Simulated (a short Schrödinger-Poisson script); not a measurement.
Structure: gated Al0.33Ga0.67N/GaN polarisation-induced gas, at 300 K.

| layer | material | thickness (nm) | Na (cm⁻³) |
|---|---|---|---|
| 1 | Al0.33Ga0.67N | 10 | - |
| 2 | GaN | 6000 | 1e15 |

Constants are typed, rounded textbook-type inputs, not results; the design itself was drawn at random and stands for no fabricated device. Al0.33Ga0.67N: permittivity 9.3, conduction-band edge (eV) 0.462, gap (eV) 4.09, electron mass (mₑ) 0.24, Nv at 300 K (cm⁻³) 4.6e19. GaN: permittivity 9.5, conduction-band edge (eV) 0, gap (eV) 3.43, Nv at 300 K (cm⁻³) 4.6e19.

Channel valleys (confinement mass, in-plane density-of-states mass, number): Γ 0.2, 0.2, 1. At the gate the conduction-band edge of layer 1 lies 1.27 eV − eVg above the Fermi level of the channel; the field vanishes at the back. Sheet of polarisation charge: +1.6e13 e/cm² at 10 nm from the gate. The barrier under the gate holds no holes. Gaps are held at their typed values at every temperature. Mesh 0.08 nm at interfaces.

Solved with a short Schrödinger-Poisson script written for these runs: 1D Poisson equation in equilibrium, electrons quantum, Hartree plus LDA exchange-correlation (BenDaniel-Duke, 40 states a valley, the channel's in-plane mass for all, wave functions free to enter the barrier), parabolic valleys, classical holes, full ionisation, no traps, pinning or gate leakage.

The same stack at other levels of the model or other numerical settings:

```csv
run,sheet density of all electrons at Vg = 0.5 V (cm⁻²),sheet density of all electrons at Vg = -1.5 V (cm⁻²),capacitance at Vg = 0.5 V (μF/cm²),centroid of the channel electrons at Vg = 0.5 V (nm),rough cost against the base
base,1.25e13,3.24e12,0.762,1.84,about 1
"electrons treated as classical, Boltzmann",1.34e13,(withheld),(withheld),0.78,0.01
"electrons treated as classical, Fermi-Dirac",1.23e13,(withheld),0.732,1.77,0.06
"electrons treated as quantum, Hartree",1.22e13,3.11e12,0.757,2.03,0.5
mesh six times as coarse,1.24e13,3.24e12,0.763,1.78,0.3
one subband a valley,1.24e13,3.23e12,0.757,1.38,0.3
```

Complete the blanks.


- electrons treated as classical, Boltzmann, capacitance at Vg = 0.5 V (μF/cm²): 0.804
- electrons treated as classical, Fermi-Dirac, sheet density of all electrons at Vg = -1.5 V (cm⁻²): 3.30e12
- electrons treated as classical, Boltzmann, sheet density of all electrons at Vg = -1.5 V (cm⁻²): 3.53e12

The classical rows ignore confinement, and Boltzmann statistics overrate the density once the band edge passes the Fermi level.
